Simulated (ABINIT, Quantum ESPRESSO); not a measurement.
A Quantum ESPRESSO input for a self-consistent single point of Lu₂C (R-3m, 3 atoms in the cell) (DFT, PBEsol, plane waves, PSlibrary ultrasoft (PBE) pseudopotentials):

```fortran
&control
  calculation = 'scf'
  prefix = 'pwscf'
  outdir = './tmp/'
  pseudo_dir = './'
  verbosity = 'high'
  tprnfor = .true.
  tstress = .true.
/
&system
  ibrav = 5
  celldm(1) = 11.67187633
  celldm(4) = 0.8399488139
  nat = 3
  ntyp = 2
  ecutwfc = 50
  ecutrho = 400
  occupations = 'smearing'
  smearing = 'gaussian'
  degauss = 0.0073499
  input_dft = 'pbesol'
/
&electrons
  conv_thr = 1.0e-11
  mixing_beta = 0.4
/
ATOMIC_SPECIES
Lu   174.9668  Lu.pbe-spdn-rrkjus_psl.1.0.0.UPF
C     12.0110  C.pbe-n-rrkjus_psl.1.0.0.UPF
ATOMIC_POSITIONS angstrom
Lu    0.00000000    0.00000000    4.21764791
Lu    0.00000000    0.00000000   13.29539209
C     0.00000000    0.00000000    8.75652000
K_POINTS automatic
9 9 9  0 0 0
```

### Question
Give the ABINIT input for the same structure, mesh, smearing and functional.

### Answer
This is the input that was run; spellings and numerical settings could be chosen otherwise.

```
# Lu2C, JTH v2.0 PBE PAW
pp_dirpath "./"
pseudos "Lu.GGA_PBE-JTH.xml, C.GGA_PBE-JTH.xml"
acell 3*1.0 Angstrom
rprim
         1.7472548748    1.0087780723    5.8376800000
        -1.7472548748    1.0087780723    5.8376800000
         0.0000000000   -2.0175561446    5.8376800000
natom 3
ntypat 2
znucl 71 6
typat 1 1 2
xred
         0.2408290000    0.2408290000    0.2408290000
         0.7591710000    0.7591710000    0.7591710000
         0.5000000000    0.5000000000    0.5000000000
ecut 24 Ha
pawecutdg 48 Ha
pawxcdev 0
ixc -116133
occopt 7
tsmear 0.1 eV
nband 35
kptopt 1
ngkpt 9 9 9
nshiftk 1
shiftk 0 0 0
nstep 60
tolvrs 1.0e-10
prtwf 0
prtden 0
```

Basis, cutoffs, solver keys and any potentials are the target program's own. This input uses DFT, PBEsol, plane waves, PAW (JTH v2.0 PBE PAW, files made for PBE).

The starting cell comes from a database of computed structures (which also holds hypothetical and non-ambient phases and stackings), without a prior relaxation at this level.
